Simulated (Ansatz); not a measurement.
Take Mg in the hcp (Mg type) structure (space group P6_3/mmc, No. 194; a = 3.175 Å, c = 5.163 Å; relaxed with 0.1 eV smearing) as the base.

The values are results of Ansatz (an electronic-structure program), PBEsol, PAW, cutoff 420 eV, no spin-orbit coupling, not measurements.

For the base:

- Pressure: 0.0 GPa
- Band gap: zero

Perturbation: the cell is scaled by 1.0100 in all directions; the atoms relax in the strained cell.

**Question.** Estimate the effect on the pressure.

**Answer.** The pressure (mean of the normal stresses, compression positive) goes from zero to -1.0 GPa.

**Question.** What happens to the energy relative to the base?

**Answer.** The energy increases by 2.3 meV/atom.

**Question.** Estimate the effect on the band gap.

**Answer.** The band gap is still zero.

Stability against distortions was not tested.
